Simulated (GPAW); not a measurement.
**A short convergence ladder for LiZn₃ (Fm-3m, 4 atoms in the cell)**

```
CELL_PARAMETERS angstrom
      0.00000     3.02014     3.02014
      3.02014     0.00000     3.02014
      3.02014     3.02014     0.00000
ATOMIC_POSITIONS crystal
  Li 0.00000 0.00000 0.00000
  Zn 0.25000 0.25000 0.25000
  Zn 0.75000 0.75000 0.75000
  Zn 0.50000 0.50000 0.50000
```

Base method: LDA (Perdew-Wang 92), GPAW PAW datasets LDA (gpaw-data 1.0.1) (plane waves; GPAW).

Base settings: mode = pw; ecut = 800 eV; xc = LDA; kpts = 5 5 5; mesh shift (steps) = 0 0 0; occupations.name = methfessel-paxton; occupations.width = 0.1 eV; occupations.order = 0; nbands = -10; convergence.density = 1e-05 e/electron.

Core times come from one kind of shared machine, to one figure; runs under 30 s give none.

**The force threshold of a relaxation**

On LiZn3 (I4mm, 4 atoms in the cell): one atom moved by 0.15 angstrom.

In this ladder: optimizer = LBFGS.

The mesh stays at the base's, so the ladder's end is converged at best in this setting alone.

Only quantities that move along the ladder and can be compared are tabulated.

```csv
fmax,free energy less the last step's (meV/atom),largest force left (eV/Å),relaxation steps,core time / last (rough)
0.2 eV/Å,0.40,0.1116,2,0.5
0.1 eV/Å,0.12,0.0492,4,0.6
0.05 eV/Å,0.12,0.0492,4,0.5
0.03 eV/Å,0.03,0.0259,5,0.6
0.02 eV/Å,0.00,0.0047,6,0.7
0.005 eV/Å,0.00,0.0047,6,0.7
0.001 eV/Å,0.00,0.0006,8,1
```

Coarsest fmax that holds the free energy within 0.2 meV/atom of the last step, with all finer ones: 0.1 eV/Å; the step before is off by 0.40 meV/atom.

Coarsest fmax that holds the largest force left within 0.02 eV/Å of the last step, with all finer ones: 0.02 eV/Å; the step before is off by 0.025 eV/Å.

On the base run: the starting cell comes from a database of computed structures (which also holds hypothetical and non-ambient phases and stackings), without a prior relaxation at this level. Its lattice was rescaled by up to half a per cent. In the base run, with a pressure of about -5 GPa the cell is away from its equilibrium volume at this level.
